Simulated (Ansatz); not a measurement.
# Free linear chain of Al atoms

Computed with PBE (plane waves to 420 eV, PAW; Ansatz, a quantum-chemistry and plane-wave program). Mesh 1×1×60. No spin polarisation, so a magnetic state wasn't tested. One-dimensional cell, images about 11 Å apart. A hypothetical model. It keeps the symmetry and period of its start, so it need not be a minimum against all distortions. Pairing along the axis, which can open a gap, is among the distortions not tried. Buckling under compression is shut out by symmetry and the short period.

| Quantity | Result |
|---|---|
| period along the axis (2 atoms) | 4.837 Å |
| PBE gap | none (under 0.01 eV) |
| crossings of the Fermi level between Γ and the zone edge (49 points) | 2, each for both spins (ideal conductance 2 × 2e²/h) |
| work function (PBE) | 4.29 eV |
| axial stiffness dF/dε | 34 nN |

```yaml
crystal:
  lattice:
    - [11.00000, 0.00000, 0.00000]
    - [0.00000, 11.00000, 0.00000]
    - [0.00000, 0.00000, 4.83708]
  atoms:
    - { symbol: Al, position: [0.50000, 0.50000, 0.00000] }
    - { symbol: Al, position: [0.50000, 0.50000, 0.50000] }
```
